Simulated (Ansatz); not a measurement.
System: L1₀ (CuAu-type) CuAu. Method: PBEsol+SOC (Ansatz, a quantum-chemistry and plane-wave program, plane waves, PAW).

Run with plane-wave cutoff 520 eV, 20×20×16 k mesh (along the axes of the cell as run), Fermi–Dirac smearing 0.05 eV, PAW data made under PBE.

Computed points:

| V (Å³/atom) | E − E_lowest (meV/atom) | P (GPa) |
|---|---|---|
| 13.567 | 13.42 | 7.95 |
| 13.850 | 3.21 | 3.72 |
| 14.133 | 0.00 | 0.00 |
| 14.415 | 2.95 | -3.27 |
| 14.698 | 11.32 | -6.15 |

**Question.** Estimate the bulk modulus from the pressures at 13.850 and 14.415 Å³/atom, and compare it with a fit to all energies.

**Answer.** B = −V dP/dV. Between V = 13.850 and 14.415 Å³/atom, dP/dV = (-3.27 − (3.72))/(14.415 − 13.850) = -12.4 GPa per Å³/atom; at the midpoint 14.133 Å³/atom this gives B ≈ 175 GPa. The third-order Birch–Murnaghan fit gives V0 = 14.132 Å³/atom, B0 = 174 GPa, B′ = 5.4, which lies within 1 % of that estimate.

Shape and atoms are relaxed at each volume.

Note: the bulk modulus comes from volumes at which shape and atoms were relaxed.

The computed numbers hold no vibrational or temperature effects.
